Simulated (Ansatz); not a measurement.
A periodic model of amorphous Ga24O37Na2:

```yaml
crystal:
  lattice:
    - [9.35189, -0.09185, 0.19809]
    - [-0.09185, 9.01858, -0.07315]
    - [0.19809, -0.07315, 9.35172]
  atoms:
    - { symbol: Ga, position: [0.13475, 0.08649, 0.13784] }
    - { symbol: Ga, position: [0.76128, 0.48331, 0.90616] }
    - { symbol: Ga, position: [0.91152, 0.17830, 0.77432] }
    - { symbol: Ga, position: [0.45258, 0.06935, 0.98860] }
    - { symbol: Ga, position: [0.14404, 0.91106, 0.70565] }
    - { symbol: Ga, position: [0.73386, 0.14834, 0.44371] }
    - { symbol: Ga, position: [0.51889, 0.99265, 0.64313] }
    - { symbol: Ga, position: [0.17197, 0.77011, 0.04706] }
    - { symbol: Ga, position: [0.95447, 0.87287, 0.36659] }
    - { symbol: Ga, position: [0.64198, 0.65293, 0.52119] }
    - { symbol: Ga, position: [0.06623, 0.55263, 0.82969] }
    - { symbol: Ga, position: [0.71806, 0.85292, 0.83029] }
    - { symbol: Ga, position: [0.60428, 0.36257, 0.65727] }
    - { symbol: Ga, position: [0.27905, 0.24545, 0.73778] }
    - { symbol: Ga, position: [0.79083, 0.05128, 0.09373] }
    - { symbol: Ga, position: [0.26694, 0.95557, 0.42295] }
    - { symbol: Ga, position: [0.32273, 0.41736, 0.01574] }
    - { symbol: Ga, position: [0.39780, 0.61999, 0.25395] }
    - { symbol: Ga, position: [0.98051, 0.39035, 0.13730] }
    - { symbol: Ga, position: [0.18593, 0.32904, 0.35727] }
    - { symbol: Ga, position: [0.57060, 0.87959, 0.28976] }
    - { symbol: Ga, position: [0.93417, 0.53162, 0.49213] }
    - { symbol: Ga, position: [0.27675, 0.51817, 0.57621] }
    - { symbol: Ga, position: [0.62145, 0.33747, 0.19697] }
    - { symbol: O, position: [0.86169, 0.69529, 0.39990] }
    - { symbol: O, position: [0.10480, 0.11117, 0.75557] }
    - { symbol: O, position: [0.83081, 0.01801, 0.88422] }
    - { symbol: O, position: [0.25009, 0.45554, 0.81859] }
    - { symbol: O, position: [0.56847, 0.01679, 0.43949] }
    - { symbol: O, position: [0.21245, 0.12055, 0.32253] }
    - { symbol: O, position: [0.36824, 0.83999, 0.29109] }
    - { symbol: O, position: [0.92656, 0.37964, 0.83317] }
    - { symbol: O, position: [0.84638, 0.03435, 0.32316] }
    - { symbol: O, position: [0.68288, 0.87710, 0.12389] }
    - { symbol: O, position: [0.58839, 0.42419, 0.84891] }
    - { symbol: O, position: [0.78170, 0.43348, 0.10476] }
    - { symbol: O, position: [0.22575, 0.31665, 0.55673] }
    - { symbol: O, position: [0.27292, 0.97256, 0.03588] }
    - { symbol: O, position: [0.47276, 0.54618, 0.60587] }
    - { symbol: O, position: [0.98886, 0.39047, 0.35076] }
    - { symbol: O, position: [0.65853, 0.32010, 0.38485] }
    - { symbol: O, position: [0.45913, 0.43491, 0.16271] }
    - { symbol: O, position: [0.32899, 0.92507, 0.61184] }
    - { symbol: O, position: [0.32746, 0.64159, 0.06270] }
    - { symbol: O, position: [0.25899, 0.53503, 0.37599] }
    - { symbol: O, position: [0.75634, 0.50606, 0.59549] }
    - { symbol: O, position: [0.58128, 0.67329, 0.33399] }
    - { symbol: O, position: [0.60600, 0.15273, 0.09856] }
    - { symbol: O, position: [0.13509, 0.76755, 0.84393] }
    - { symbol: O, position: [0.95822, 0.17429, 0.09001] }
    - { symbol: O, position: [0.52901, 0.93968, 0.84922] }
    - { symbol: O, position: [0.65907, 0.82773, 0.63673] }
    - { symbol: O, position: [0.47118, 0.19928, 0.65825] }
    - { symbol: O, position: [0.03892, 0.57324, 0.03495] }
    - { symbol: O, position: [0.76870, 0.18888, 0.63630] }
    - { symbol: O, position: [0.35362, 0.22874, 0.92492] }
    - { symbol: O, position: [0.07902, 0.58072, 0.62364] }
    - { symbol: O, position: [0.79677, 0.68476, 0.89198] }
    - { symbol: O, position: [0.17919, 0.32649, 0.14341] }
    - { symbol: O, position: [0.04970, 0.87634, 0.18072] }
    - { symbol: O, position: [0.08446, 0.89933, 0.51027] }
    - { symbol: Na, position: [0.82719, 0.68506, 0.14466] }
    - { symbol: Na, position: [0.44947, 0.66055, 0.83489] }
```

Methods: PBE, scalar-relativistic without spin-orbit coupling (Ansatz, an electronic-structure program); r2SCAN, scalar-relativistic without spin-orbit coupling (Ansatz); HSE06, scalar-relativistic without spin-orbit coupling (Ansatz). Neutral PBE cell, which sets geometry, pressure and energy: sampling: a 2×2×2 Γ-centred mesh; Fermi-Dirac width 0.02 eV; no spin polarisation. Exact exchange is cut at the faces of this 9 Å cell, which leaves hybrid gaps a finite-size error.

Preparation: random packing, a CHGNet melt and quench, and a DFT relaxation. O atoms were pushed apart under 1.9 Å during the dynamics, to hinder bonds among them. The hot cell started wider than the set density and was brought back towards it in steps. It is the lowest in DFT energy of 2 quenches. It is a model cell: composition and starting density were chosen by hand, and all elements were melted together. No dispersion term was used. Its density started from a set value of 4.87 and ended at 4.87 g/cm³. Cooling (nominally 220 K/ps over its main leg) ran many orders faster than in experiment, which tends to leave more defects and strain. A cell of this size samples the disorder only roughly. The volume was held where the preparation left it and the shape relaxed.

Give the pressure and the spacing of the highest filled and lowest empty levels.


| Property | Value |
|---|---|
| Pressure on a 2×2×2 Γ-centred mesh | -1.02 GPa |
| Largest force and stress component on that mesh (the relaxation ran on the zone centre alone) | 0.08 eV/Å and 1.2 GPa |
| Level gap on a 2×2×2 Γ-centred mesh (PBE) | 1.53 eV |
| Level gap at the zone centre (PBE) | 1.51 eV |
| Level gap at the zone centre (r2SCAN) | 2.05 eV |
| Level gap at the zone centre (HSE06) | 3.20 eV |
| Distance between the nearest levels spread over more than a fifth of the atoms or a third of the atoms of their main element (six at least) (PBE, zone centre) | 1.81 eV |

At PBE and the zone centre, how localised are the states just below and above the Fermi level (participation number: the atoms over which a state spreads)?

The highest filled state is spread over 5.3 atoms' worth, largest on O35, with weights by element (charge in smoothed Voronoi cells) O 0.95, Ga 0.05, Na 0.00. The lowest empty state is spread over 58.3 atoms' worth, largest on Ga5, with weights by element (charge in smoothed Voronoi cells) O 0.51, Ga 0.47, Na 0.02.

At PBE the levels at the filled edge of the gap are localised (band-tail or defect states), and the nearest spread-out levels lie 1.8 eV apart at the zone centre.

Bonds are counted up to Ga-Ga 2.68 Å, Ga-O 2.44 Å, Ga-Na 3.17 Å, O-O 1.58 Å, O-Na 2.78 Å, Na-Na 3.65 Å. Two cations that share two anions don't count as bonded, nor two that share one unless they lie closer than Ga-Ga 2.61 Å, Ga-Na 3.08 Å, Na-Na 3.55 Å.

Added carriers, by PBE, scalar-relativistic without spin-orbit coupling run with Ansatz on the zone centre alone. Charged cells keep the cell fixed and stand in a uniform background, with no image correction, at a width of 0.01 eV; where the count is odd the moment is locked at 1 μB, unless the neutral cell bore moments. Each starts from the undistorted neutral geometry alone. PBE's self-interaction favours spread-out carriers, so it can miss traps that a hybrid finds.

What happens at PBE when the cell takes an extra electron and the atoms relax?

Relaxation lowers the charged cell by 0.01 eV. The largest moves are Ga23 0.02 Å, O43 0.02 Å, Na63 0.02 Å, O41 0.02 Å. The level that holds the added charge spreads over 58.2 atoms' worth, most on Ga5 (weight 0.03): a carrier spread over the cell. No bond crosses its cut-off with a change of over 0.15 Å (metal-metal contacts aside). Made neutral again at that geometry, the cell lies +0.01 eV from the neutral start.

What happens at PBE when the cell takes a hole and the atoms relax?

Relaxation lowers the charged cell by 0.18 eV. The largest moves are O56 0.20 Å, Ga13 0.16 Å, O58 0.11 Å, Na63 0.11 Å. The level that was emptied spreads over 5.6 atoms' worth, most on O35 (weight 0.29): a localised (trapped) carrier, which neighbours of that atom can share. Bonds formed: Ga13-O41. Made neutral again at that geometry, the cell lies +0.37 eV from the neutral start.
